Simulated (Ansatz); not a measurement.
**GaSb, pressure series**

Consider GaSb in the zinc blende structure (space group F-43m, No. 216; a = 6.2135 Å).

Cell and atoms are relaxed at each pressure.

Levels (all Ansatz, a quantum-chemistry and plane-wave program, PAW): PBE (420 eV, scalar-relativistic without spin-orbit coupling); r2SCAN (500 eV, no spin-orbit coupling).

The base cell above is that of PBE; each level relaxes its own structures.

| case | band gap, PBE | band gap, r2SCAN |
|---|---|---|
| pressure −2 GPa | zero | (withheld) |
| pressure −1 GPa | zero | (withheld) |
| pressure 1.8 GPa | zero | (withheld) |
| pressure 4.2 GPa | 0.26 eV | (withheld) |
| pressure 9 GPa | 0.62 eV | 0.91 eV |
| pressure 18 GPa | 0.56 eV | 0.74 eV |
| pressure 30 GPa | 0.35 eV | 0.54 eV |
| pressure 45 GPa | 0.14 eV | 0.32 eV |
| pressure 60 GPa | zero | 0.13 eV |

Problem. Complete the table.

Solution. 
- pressure −2 GPa, band gap, r2SCAN: 0.10 eV
- pressure −1 GPa, band gap, r2SCAN: 0.26 eV
- pressure 1.8 GPa, band gap, r2SCAN: 0.65 eV
- pressure 4.2 GPa, band gap, r2SCAN: 0.84 eV

PBE lies below r2SCAN in every row, by 0.10 eV to 0.65 eV. They disagree on the order of pressure 18 GPa and pressure 4.2 GPa and of 3 more pairs.

Spin-orbit coupling, missing from the scalar runs, can matter with Sb. Load acts through the strain it causes; cell and atoms are relaxed under it. Whether these cells are dynamically stable was not tested. Tetrahedral semiconductors of this kind turn to denser phases somewhere between about 1 and 50 GPa; those were not computed, so compressed cells here can lie past the real transition. All final runs are without spin polarisation. The zero or small gap of GaSb, GaSb under pressure 60 GPa, GaSb under pressure −1 GPa and GaSb under pressure −2 GPa can change with the level of theory.
